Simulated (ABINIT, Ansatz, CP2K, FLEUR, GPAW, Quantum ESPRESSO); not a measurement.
**One structure in several programs: TiO2 (I4_1/amd, 6 atoms in the cell)**

Self-consistent single point, at a second geometry (lattice scaled by 0.98). First geometry:

```
CELL_PARAMETERS angstrom
     -1.89250     1.89250     4.75500
      1.89250    -1.89250     4.75500
      1.89250     1.89250    -4.75500
ATOMIC_POSITIONS crystal
  Ti 0.75000 0.25000 0.50000
  Ti 0.00000 0.00000 0.00000
  O  0.54200 0.04200 0.50000
  O  0.79200 0.79200 0.00000
  O  0.20800 0.20800 0.00000
  O  0.95800 0.45800 0.50000
```

Shared settings, as Ansatz (a program for electronic structure) writes them: kpoints.mp_grid.grid = 6 6 6; scf.occupations.method = fermi_dirac; scf.occupations.width = 0.05 eV. Potentials and cutoffs stand in the table.

```
code                                                                                model  ΔF from the first geometry (meV/atom)  pressure (GPa)  largest force (eV/Å)  gap on the mesh (eV)           cutoff
----------------  -----------------------------------------------------------------------  -------------------------------------  --------------  --------------------  --------------------  ---------------
CP2K              PBE, GPW, DZVP-MOLOPT-SR-GTH basis, GTH-PBE potentials (GTH_POTENTIALS)                                   54.7           21.49                 0.490                 2.213      grid 600 Ry
FLEUR                        PBE, all-electron FLAPW (FLEUR), scalar-relativistic valence                                   50.8               –                 0.466                 2.294  Kmax 4.7 1/bohr
Quantum ESPRESSO          PBE, PseudoDojo standard norm-conserving (PBE) pseudopotentials                                   50.6           20.31                 0.503                 2.327            85 Ry
Ansatz                                                             PBE, default PAW files                                   52.9           20.24                 0.527                 2.305          default
ABINIT                                                        PBE, PAW (JTH v2.0 PBE PAW)                                   54.8           20.90                 0.536                 2.296            30 Ha
GPAW                                         PBE, GPAW PAW datasets PBE (gpaw-data 1.0.1)                                   59.7               –                 0.570                 2.314           900 eV
```

For Ansatz (by 0.7 GPa) and ABINIT (by 0.5 GPa) the energy change implies a higher mean pressure, against the two pressures, than for the other programs: a sign of finite-basis (Pulay) stress.

A dash marks a value that a program does not give, or that is left out as unsure.

Gaps are read on the mesh.

The spread over the programs that give each value: ΔF from the first geometry within 9.1 meV/atom; pressure within 1.25 GPa; largest force within 0.104 eV/Å; gap on the mesh within 0.114 eV.

CP2K uses small atom-centred bases, whose incompleteness enters pressures, forces and empty levels differently from a plane-wave cutoff. FLEUR treats all electrons, but the usual bases taken here (sphere radii, linearisation, local orbitals, empty states) were not tested for convergence, so the values are no reference for the others. Ansatz's pressure is given at a fixed set of plane waves, as the other plane-wave codes print theirs; with its correction for the finite basis it is 20.95 GPa (the shift of 0.70 GPa shows how far the cutoff is from converged). The pressure of GPAW is left out: its cutoff lies under the one at which its stress was checked. In the pressure, CP2K (by 1.18) lies more than 1 GPa from the median of the plane-wave programs.

The starting cell has typed, rounded lattice constants, without a prior relaxation at this level. For this run, on top of that: lattice scaled by 0.98.

Left out of this page: SIESTA (unsound by tests on forces, stress, charge or solver warnings).

Keys are those of Ansatz 0.2.
